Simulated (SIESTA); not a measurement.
SIESTA run on Na₃BrO (P4mm, 5 atoms in the cell): self-consistent single point.

Level of theory: GGA PBEsol, numerical atomic orbitals DZP, PseudoDojo PBEsol standard norm-conserving potentials (rewritten from UPF to PSML) run with SIESTA.

```yaml
crystal:
  lattice:
    - [4.51046, 0.00000, 0.00000]
    - [0.00000, 4.51046, 0.00000]
    - [0.00000, 0.00000, 4.51046]
  atoms:
    - { symbol: Na, position: [0.01108, 0.50000, 0.50000] }
    - { symbol: Na, position: [0.50000, 0.00000, 0.50000] }
    - { symbol: Na, position: [0.50000, 0.50000, 0.00000] }
    - { symbol: Br, position: [0.00000, 0.00000, 0.00000] }
    - { symbol: O, position: [0.50000, 0.50000, 0.50000] }
```

Reference input (self-consistent single point, DFT, GGA PBEsol, numerical atomic orbitals DZP, PseudoDojo PBEsol standard norm-conserving potentials (rewritten from UPF to PSML)): XC.functional = GGA; XC.authors = PBEsol; potentials = PseudoDojo PBEsol standard; PAO.BasisSize = DZP; PAO.EnergyShift = 0.005 Ry; MeshCutoff = 400 Ry; kgrid.MonkhorstPack = 3 3 3; OccupationFunction = FD; ElectronicTemperature = 20 meV; MaxSCFIterations = 150; SCF.Mixer.Method = Pulay; SCF.Mixer.Weight = 0.2. This run's input differs from it in these lines:

```diff
@@ -32,5 +32,5 @@
 %block kgrid.MonkhorstPack
-    3   0   0  0.0
-    0   3   0  0.0
-    0   0   3  0.0
+    3   0   0  0.5
+    0   3   0  0.5
+    0   0   3  0.5
 %endblock kgrid.MonkhorstPack
```

The program printed (abridged):

```
        iscf     Eharris(eV)        E_KS(eV)     FreeEng(eV)     dDmax    Ef(eV) dHmax(eV)
   scf:    1    -4577.703224    -4597.738484    -4597.738484  0.754605 -6.510106 18.992931
   scf:    2    -4607.408048    -4603.438335    -4603.438335  0.280754 -6.699330  7.536468
   scf:    3    -4604.045608    -4604.478451    -4604.478451  0.216444 -5.022893  2.149952
   scf:    4    -4600.042063    -4603.162381    -4603.162381  0.216841 -7.172159  8.335957
   scf:    5    -4605.270250    -4604.546920    -4604.546920  0.138150 -5.339192  1.818949
   [... 4 lines left out ...]
   scf:   10    -4604.618170    -4604.618167    -4604.618167  0.000412 -5.332300  0.008977
   scf:   11    -4604.618168    -4604.618168    -4604.618168  0.000054 -5.332284  0.006758
   scf:   12    -4604.618169    -4604.618169    -4604.618169  0.000185 -5.332357  0.000592
   scf:   13    -4604.618169    -4604.618169    -4604.618169  0.000000 -5.332357  0.000588
SCF Convergence by DM+H criterion
max |DM_out - DM_in|         :     0.0000002270
max |H_out - H_in|      (eV) :     0.0005875710
SCF cycle converged after 13 iterations

Using DM_out to compute the final energy and forces

siesta: E_KS(eV) =            -4604.6182

siesta: E_KS - E_eggbox =     -4604.6182

siesta: Atomic forces (eV/Ang):
     1   -0.320334   -0.000000   -0.000000
     2    0.055166   -0.000000   -0.000000
     3    0.055166   -0.000000    0.000000
     4    0.011491   -0.000000   -0.000000
     5    0.213370    0.000000    0.000000
   Tot    0.014858   -0.000000    0.000000
   Max    0.320334
   Res    0.101443    sqrt( Sum f_i^2 / 3N )
   Max    0.320334    constrained

Stress tensor Voigt[x,y,z,yz,xz,xy] (kbar):       -1.24        0.09        0.09        0.00        0.00        0.00
   [... lines left out ...]
siesta: FreeEng =     -4604.618169
   [... lines left out ...]
siesta:    -0.000773    0.000000   -0.000000
siesta:     0.000000    0.000057    0.000000
siesta:     0.000000    0.000000    0.000057

siesta: Cell volume =         91.762167 Ang**3

siesta: Pressure (static):
siesta:                Solid            Molecule  Units
siesta:           0.00000239         -0.00002505  Ry/Bohr**3
siesta:           0.00021970         -0.00230040  eV/Ang**3
siesta:           0.35200179         -3.68565080  kBar
```

The run converged in 13 iterations. Against the reference run the free energy goes down by 4.7 meV/atom, the pressure goes from 0.22 to 0.04 GPa, the largest force hardly changes (0.319 to 0.320 eV/Å) and the gap on the mesh goes from 2.114 to 3.586 eV.

The starting cell comes from a database of computed structures (which also holds hypothetical and non-ambient phases and stackings), without a prior relaxation at this level. Its lattice was rescaled by up to half a per cent. One atom was moved a little off its site on purpose. Values carry the incompleteness of an atom-centred basis. Another mesh or the band path of this cell gives a smaller gap, so this value is not converged in the mesh.

Cost on one core of a shared machine: roughly 70 s.
